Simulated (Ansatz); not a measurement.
# Mg2BeN2 (model structure, started from the Ca2ZnN2 type, I4/mmm, No. 139, 5 atoms in the cell)

All values below come from PBE (PAW; Ansatz, a program for electronic structure).

Settings: plane-wave cutoff 520 eV, 14×14×14 k mesh, Fermi–Dirac smearing 0.01 eV, scalar-relativistic PAW data made under PBE.

Cell (relaxed at this level):

BeMg2N2 is modelled in the tetragonal space group I4/mmm (No. 139), Pearson symbol tI10. Lattice parameters: a = 3.1387 Å, b = 3.1387 Å, c = 11.0307 Å, α = 90.00°, β = 90.00°, γ = 90.00°. Mg on 4e is coordinated by 5 N at 2.170–2.237 Å (square pyramidal). Be on 2a is surrounded by 2 N at 1.534 Å (linear). N on 4e is coordinated by 1 Be at 1.534 Å and 5 Mg at 2.170–2.237 Å (octahedral). (Neighbours: up to the widest gap in distance over summed covalent radii, below 1.35, at either atom; cation-cation and far metal-metal contacts left out.)
(The calculation used a cell of 5 atoms; values per cell refer to that cell.)

For Mg2BeN2 (model structure, started from the Ca2ZnN2 type, I4/mmm, No. 139, 5 atoms in the cell), the band gap comes out as 0.92 eV (on the SCF k mesh) and the bulk modulus B0 comes out as 115 GPa.

Note: the bulk modulus is −V dP/dV from two relaxed cells at ±2 % in volume; the relaxation could raise the start's symmetry but not lower it, so the cell can be a saddle point.

The computed numbers hold no vibrational or temperature effects.

A model structure was made by putting elements into a prototype or built by hand; it is no filed structure, need not be a known phase, and can be a saddle point held by its symmetry.
